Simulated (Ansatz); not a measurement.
**A computed series for hypothetical P6_3/mmc PbI2: thickness series**

Take PbI$_{2}$ in the 2H-MoS2 type structure (space group P6_3/mmc, No. 194; a hypothetical phase, not in the database extracts checked) as the base.

Space group P6₃/mmc (No. 194); a = 4.273 Å, b = 4.273 Å, c = 14.362 Å, α = 90.00°, β = 90.00°, γ = 120.00°

```json
[
 {"atom": "Pb", "site": "2c", "symmetry": "-6m2", "x": "0.3333", "y": "0.6667", "z": "0.2500"},
 {"atom": "I", "site": "4f", "symmetry": "3m.", "x": "0.6667", "y": "0.3333", "z": "0.1079"}
]
```

Free-standing slabs (3 atom(s) a layer) normal to the stacking axis with 15 Å of vacuum; in-plane cell relaxed.

Calculations: PBEsol-D3(BJ) (Ansatz, a program for electronic structure, PAW, no SOC), earlier PAW set.

```json
[
 {"number of layers": "1", "band gap (eV)": "2.22"},
 {"number of layers": "2", "band gap (eV)": "1.83"},
 {"number of layers": "3", "band gap (eV)": "?"},
 {"number of layers": "4", "band gap (eV)": "1.58"}
]
```

Task: Fit E_g(N) = E_bulk + A N^(−s) with E_bulk = 1.39 eV, fitted as a line in log–log form to the rows shown and predict the withheld row.

Result: Least squares on the printed values gives A = 0.86 eV, s = 1.06 (largest residual 0.03 eV); this predicts 1.66 eV, and the run gives 1.66 eV, in agreement.

Spin-orbit coupling, missing from the scalar runs, can matter with I and Pb. Stability against distortions was not tested.
